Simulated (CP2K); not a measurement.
CP2K run on Lu₂Ga₃Cu (P1, 6 atoms in the cell): self-consistent single point.

Computed with LDA (Pade form), GPW, DZVP-MOLOPT-SR-GTH basis, GTH-PADE potentials (GTH_POTENTIALS) in CP2K.

The change in words: atoms moved at random. Reference geometry:
```yaml
crystal:
  lattice:
    - [4.28198, 0.00000, 0.00000]
    - [-2.14099, 3.70830, 0.00000]
    - [0.00000, 0.00000, 6.97997]
  atoms:
    - { symbol: Lu, position: [0.66667, 0.33333, 0.73018] }
    - { symbol: Lu, position: [0.66667, 0.33333, 0.26153] }
    - { symbol: Ga, position: [0.00000, 0.00000, 0.47569] }
    - { symbol: Ga, position: [0.00000, 0.00000, 0.04673] }
    - { symbol: Ga, position: [0.33333, 0.66667, 0.94715] }
    - { symbol: Cu, position: [0.33333, 0.66667, 0.53871] }
```

Reference input (self-consistent single point, DFT LDA (Pade form), GPW, DZVP-MOLOPT-SR-GTH basis, GTH-PADE potentials (GTH_POTENTIALS)): CUTOFF = 600 Ry; REL_CUTOFF = 40 Ry; SMEAR/METHOD = GAUSSIAN; SIGMA = 0.136 eV; KPOINTS/SCHEME = MONKHORST-PACK 6 6 3; GAMMA_CENTERED = T; XC_FUNCTIONAL = PADE; Lu/BASIS_SET = DZVP-MOLOPT-SR-GTH-q25; Lu/POTENTIAL = GTH-PADE-q25; Ga/BASIS_SET = DZVP-MOLOPT-SR-GTH-q13; Ga/POTENTIAL = GTH-PADE-q13; Cu/BASIS_SET = DZVP-MOLOPT-SR-GTH-q11. This run's input differs from it in these lines:

```diff
@@ -71,8 +71,8 @@
       SCALED
-      Lu       0.66666700     0.33333300     0.73018000
-      Lu       0.66666700     0.33333300     0.26153000
-      Ga       0.00000000     0.00000000     0.47569000
-      Ga       0.00000000     0.00000000     0.04673000
-      Ga       0.33333300     0.66666700     0.94715000
-      Cu       0.33333300     0.66666700     0.53871000
+      Lu       0.67438800     0.34597100     0.73139100
+      Lu       0.67322300     0.34019300     0.25799300
+      Ga       0.01702700     0.02099400     0.48006800
+      Ga      -0.01752400    -0.01202600     0.04701600
+      Ga       0.31228900     0.63459500     0.95182400
+      Cu       0.34059800     0.67027300     0.53169900
     &END COORD
```

Output (repeated stretches shortened):

```
 SCF WAVEFUNCTION OPTIMIZATION

  Step     Update method      Time    Convergence         Total energy    Change
     1 NoMix/Diag. 0.20E+00      -     2.32982589      -797.6939587407 -7.98E+02
     2 Broy./Diag. 0.20E+00      -     0.32482690      -802.4799247041 -4.79E+00
     3 Broy./Diag. 0.20E+00      -     0.06978239      -797.6892898099  4.79E+00
     4 Broy./Diag. 0.20E+00      -     0.08641284      -797.3462673289  3.43E-01
     5 Broy./Diag. 0.20E+00      -     0.07472328      -797.2997912783  4.65E-02
     6 Broy./Diag. 0.20E+00      -     0.00985095      -796.5493400098  7.50E-01
   [... 8 lines left out ...]
    15 Broy./Diag. 0.20E+00      -     0.00000249      -796.8091217975 -7.50E-05
    16 Broy./Diag. 0.20E+00      -     0.00000122      -796.8091246825 -2.88E-06
    17 Broy./Diag. 0.20E+00      -     0.00000050      -796.8091358290 -1.11E-05
    18 Broy./Diag. 0.20E+00      -     0.00000010      -796.8091367412 -9.12E-07
  *** SCF run converged in    18 steps ***

  Overlap energy of the core charge distribution:               0.00000000835512
  Self energy of the core charge distribution:              -1065.77847024701714
  Core Hamiltonian energy:                                    306.57779156835528
  Hartree energy:                                              45.50293782755637
  Exchange-correlation energy:                                -83.11062706587350
  Smearing free energy correction:                             -0.00076883241908
  Fermi energy:                                                 0.27529051929308

  Total energy:                                              -796.80913674122712
  Total energy (extrapolated to sigma->0):                   -796.80875232501762

   [... lines left out ...]

 STRESS| Analytical stress tensor [bar]
 STRESS|                        x                   y                   z
 STRESS|      x       -4.91675763284E+04   1.99412384583E+02  -2.24413567707E+02
 STRESS|      y        1.99412384583E+02  -4.61990123590E+04  -2.42737761053E+03
 STRESS|      z       -2.24413567707E+02  -2.42737761053E+03  -4.63091127730E+04
 STRESS| 1/3 Trace                                            -4.72252338201E+04
```

The run converged in 18 iterations. Against the reference run the free energy goes up by 15.0 meV/atom, the pressure goes from -4.99 to -4.72 GPa and the largest force goes from 0.063 to 0.759 eV/Å.

The starting cell comes from a database of computed structures (which also holds hypothetical and non-ambient phases and stackings), without a prior relaxation at this level. For this run, on top of that: atoms moved at random. Spin polarisation is off. Values carry the incompleteness of an atom-centred basis. With a pressure of about -5 GPa the cell is away from its equilibrium volume at this level.

Cost on one core of a shared machine: roughly 4 min.
